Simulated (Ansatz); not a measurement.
Start from HgTe in the zinc blende structure (space group F-43m, No. 216; a = 6.573 Å). Axes: x, y, z lie along the cube axes.

All numbers come from r2SCAN (Ansatz, a first-principles code, PAW, no spin-orbit coupling).

Before the change:

| Property | Value |
|---|---|
| Shortest interatomic distance | 2.846 Å |
| Pressure | 0.0 GPa |

The change: compressive biaxial strain of 0.83 % in the plane normal to [111], as in epitaxy on a mismatched substrate; the out-of-plane cell vector and the atoms relax.

Q: What does the calculation give for the shortest interatomic distance after the change?

A: The shortest interatomic distance falls by 0.010 Å to 2.836 Å.

Q: How does this affect the energy relative to the base?

A: The energy goes up by 1.1 meV/atom.

Q: What does the calculation give for the pressure after the change?

A: The pressure (mean of the normal stresses, compression positive) goes from zero to 0.4 GPa.

Whether these cells are dynamically stable was not tested. The final runs are not spin-polarised.
